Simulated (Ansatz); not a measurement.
# CdSe: strain along the normal

CdSe (zinc blende, F-43m, 28.838 Å³/atom at rest) under an equal strain ε in the (111) plane with the normal axis free, as in a coherent film. r2SCAN in Ansatz, a plane-wave DFT program (PAW, default set), 500 eV, 9×9×9 Γ-centred mesh, Fermi-Dirac smearing 0.05 eV; ions are relaxed within the symmetry of each cell.

Here s stands for strain and y for normal strain.

| strain (%) | normal strain (%) |
|---|---|
| -1.25 | 1.14 |
| -0.83 | 0.76 |
| -0.42 | 0.39 |
| 0.00 | 0.00 |
| 0.42 | -0.36 |
| 0.83 | -0.73 |
| 1.25 | -1.10 |
| 2.50 | ? |

Taking a straight line for y over the 7 complete rows: Means: s 0, y 0.014. About the means, the sum of products is -4.3517 and the sum of squares of s is 4.8556; the slope is their ratio. Least squares gives y = 0.014 - 0.8962·s. Residuals (row less fit): 0.006, 0.002, 0.000, -0.014, 0.002, 0.000, 0.006; standard error 0.007 (degrees of freedom: 5). The slope, -0.90 ± 0.00, is the elastic response of the normal axis.

**Question.** Estimate the missing y (s = 2.50); what did the run itself give?

**Answer.** y = 0.014 - 0.8962 × 2.50 = -2.227%. The calculation gives -2.21%, 0.017% above the prediction (0.5 % of the range of y in the table). The row lies outside the fitted rows, so this is an extrapolation. From the scatter of the fitted rows alone, a prediction at this place has a standard error of 0.012%, so the miss is 1.4 times that.

CdSe stands in this structure, whereas wurtzite is the usual form. Rows are the converged runs of the series near zero and its far end; series whose fitted rows scatter by over a few per cent of the range, as at a crossing or softening among them, aren't shown in this form. Most that stay on the fit to the last digits aren't either.
